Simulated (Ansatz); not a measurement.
# Response to strain in hypothetical CsCl type TaAs

Take TaAs in the CsCl type structure (space group Pm-3m, No. 221; a = 3.2150 Å; a hypothetical phase, not in the database extracts checked; relaxed with 0.1 eV smearing) as the base. Axes: x, y, z lie along the cube axes.

Strains are applied to the cell and any free atomic positions relax; under biaxial strain the out-of-plane vector relaxes too.

Computed with Kohn–Sham DFT with the PBE functional, run in Ansatz (an electronic-structure program) with PAW and 420 eV plane waves, no spin-orbit coupling.

Candidates:
(a) biaxial strain −3.90 %, plane normal [110], relaxed out of plane
(b) biaxial strain +2.46 %, plane normal [001], relaxed out of plane
(c) isotropic strain −0.92 %

Notes on the quantities. energy relative to the base: free energy F.

Problem. Order them by energy relative to the base, highest first.

Solution. (a) biaxial strain −3.90 %, plane normal [110], relaxed out of plane (+69 meV/atom), (b) biaxial strain +2.46 %, plane normal [001], relaxed out of plane (+24 meV/atom), (c) isotropic strain −0.92 % (+7.3 meV/atom)

Whether these cells are dynamically stable was not tested. All final runs are without spin polarisation.
